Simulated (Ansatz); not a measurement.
The reference is CdSe in the zinc blende structure (space group F-43m, No. 216; a = 6.082 Å). Axes: x, y, z lie along the cube axes.

All numbers come from Ansatz (a program for electronic structure) PBEsol, without spin-orbit coupling.

For the base:

```
Quantity                             Value
---------------------  -------------------
Band gap                           0.48 eV
Valence-band top at Γ  0.00, 0.00, 0.00 eV
```

One thing is altered: a pure shear with ε_xy = ε_yx = 0.0086, atoms relaxed at fixed cell.

Q: Predict the new band gap, stress, valence-band top at Γ, energy relative to the base and largest internal atomic displacement.

A: The band gap drops by 0.04 eV to 0.44 eV; the stress (xx, yy, zz, yz, xz, xy; compression positive) amounts to (0.00, 0.00, 0.00, 0.00, 0.00, -0.39) GPa; the valence-band top at Γ (three highest levels, from the VBM) becomes 0.00, -0.04, -0.08 eV (base: 0.00, 0.00, 0.00 eV); the energy goes up by 0.6 meV/atom; the largest internal atomic displacement is 0.011 Å.

The cells carry an imposed strain or load. Stability against distortions was not tested.
